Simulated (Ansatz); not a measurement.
TlBiSe2 (R-3m, No. 166; cell taken from a computed entry), treated with PBE0 in Ansatz (plane waves, PAW).

Numerical settings: plane-wave cutoff 460 eV, 8×8×8 k mesh, Fermi–Dirac smearing 0.01 eV, scalar-relativistic PAW data made under PBE.

Cell (relaxed with PBEsol):

```xyz
4
Lattice="2.1189 1.2234 7.3996 -2.1189 1.2234 7.3996 0.0000 -2.4467 7.3996" Properties=species:S:1:pos:R:3 pbc="T T T"
Tl     0.0000     0.0000    11.0993
Bi     0.0000     0.0000     0.0000
Se     0.0000     0.0000    16.4456
Se     0.0000     0.0000     5.7531
```

**Question.** Give the computed band gap.

**Answer.** 
- band gap: 0.82 eV (on the SCF k mesh)

Measured, for comparison: band gap 0.35 eV (temperature not stated, the source names no phase, not corrected to a static lattice, bulk gap, ARPES or transport; rounded; as tabulated in Ando (2013), arXiv:1304.5693).

Note: cell and atoms aren't relaxed at this level (pressure 1.6 GPa); this cell isn't known to be the ambient phase, and symmetry holds it in the calculation.

Spin–orbit coupling is not included; with these elements it can move the gap by several tenths of an eV or more.

The result took about 25 core-minutes (a rough figure).

Ansatz is a program for electronic structure.
